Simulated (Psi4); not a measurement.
Psi4 1.11, BP86/def2-svpd: W(O)3 ([O]=[W](=[O])=[O]), 4 atoms. The geometry is a generated start, not checked to be a minimum at this level.

| Item | Value |
|---|---|
| task | energy |
| method | bp86 |
| basis | def2-svpd |
| memory | 3 GB |
| maxiter | 100 |
| keys of the molecule block | symmetry c1 |
| scf_type | df (default) |
| guess | auto, which took SAD (default) |
| scf_initial_accelerator | adiis (default) |
| e_convergence | 1e-06 (default) |
| d_convergence | 1e-06 (default) |
| dft_radial_points | 75 (default) |
| dft_spherical_points | 302 (default) |
| effective core potentials | those of the basis set, past Kr |
| basis functions | 104 |
| grid points | 87851 |

```xyz
4

W      0.0004     0.0016     0.0023
O      1.5509    -0.3710    -0.6719
O     -0.5566    -0.8390     1.4099
O     -0.9947     1.2084    -0.7402
```

Charge 0 and multiplicity 1 are set for this test and not shown to be the ground state.

One run each on 2 threads. Values of diis_max_vecs tried: 3, 6, 10 (default), 20.

**Question.** Which value of diis_max_vecs needs the fewest SCF iterations, and what happens away from it?

**Answer.** Fewest SCF iterations, within one of each other: 6 with 12, 10 (default) with 12, 20 with 13. The run ends without SCF convergence in 100 iterations at 3.

| diis_max_vecs | SCF iterations | end |
|---|---|---|
| 3 | 100 | no convergence |
| 6 | 12 | same solution |
| 10 (default) | 12 | same solution |
| 20 | 13 | same solution |
